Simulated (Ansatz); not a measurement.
**ZrO2, pressure series**

Base system: ZrO₂ in the fluorite structure (space group Fm-3m, No. 225; a = 5.089 Å).

Cell and atoms are relaxed at each pressure.

Calculations: Ansatz (an electronic-structure program), r2SCAN, PAW, cutoff 500 eV, no spin-orbit coupling.

| pressure (GPa) | band gap (eV) |
|---|---|
| -2 | 3.86 |
| -1 | 3.87 |
| 0 | 3.89 |
| 0.9 | ? |
| 2.1 | 3.91 |
| 4.5 | 3.94 |
| 9 | 3.99 |
| 15 | 4.05 |

### Question
Fit E_g = E₀ + αP + βP² to the rows shown and predict the withheld row.

### Answer
Least squares on the printed values gives E₀ = 3.89 eV, α = 12.6 meV/GPa, β = -0.11 meV/GPa² (largest residual 0.00 eV); this predicts 3.90 eV, and the run gives 3.90 eV, in agreement.

Load acts through the strain it causes; cell and atoms are relaxed under it. Whether these cells are dynamically stable was not tested. No other phases were tried under pressure. This is not the structure that ZrO2 has at room temperature and ambient pressure.
